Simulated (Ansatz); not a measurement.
**GaSb: isotropic strain −2.08 %**

The parent structure is GaSb in the zinc blende structure (space group F-43m, No. 216; a = 6.1324 Å).

Modification: the cell is scaled by 0.9792 in all directions; the atoms relax in the strained cell.

Calculations: Ansatz (an electronic-structure program), r2SCAN, PAW, cutoff 500 eV, without spin-orbit coupling. Γ-centred 13×13×13 mesh, Fermi–Dirac width 0.05 eV.

The volume per atom falls by 1.76 Å³ to 27.07 Å³ and the space group stays F-43m (No. 216). The shortest interatomic distance decreases by 0.055 Å to 2.600 Å and the energy grows by 20 meV/atom. The pressure grows by 3.90 GPa to 3.91 GPa and the band gap grows by 0.42 eV (0.41 eV → 0.83 eV). The gap character becomes indirect, Γ → L (base: direct at Γ) and the smallest direct gap goes up by 0.49 eV, from 0.41 eV to 0.90 eV. The electron mass goes from 0.023 mₑ (at Γ) to 1.7 mₑ along k, 0.091 mₑ across (at L) and the hole mass (degenerate bands, along [100]) becomes 0.044, 0.24, 0.24 mₑ (at Γ) (base: 0.023, 0.26, 0.26 mₑ (at Γ)). The valley order (the lowest conduction-band minima on the path, energy above the VBM, named in the base's zone) becomes L along ⟨111⟩ 0.83 eV; Γ 0.90 eV; a point along ⟨100⟩, about 0.9 Å⁻¹ from Γ 1.01 eV (base: Γ 0.41 eV; L along ⟨111⟩ 0.68 eV; a point along ⟨100⟩, about 0.9 Å⁻¹ from Γ 1.10 eV).

Final structure:

```
GaSb
1.0
    0.00000     3.00244     3.00244
    3.00244     0.00000     3.00244
    3.00244     3.00244     0.00000
Sb Ga
1 1
Direct
  0.75000   0.75000   0.75000
  0.00000   0.00000   0.00000
```

Spin-orbit coupling, missing from the scalar runs, can matter with Sb. Masses are band curvatures over ±0.01 Å⁻¹ around the edge. Along k means along the line from Γ to the band edge. Whether these cells are dynamically stable was not tested.
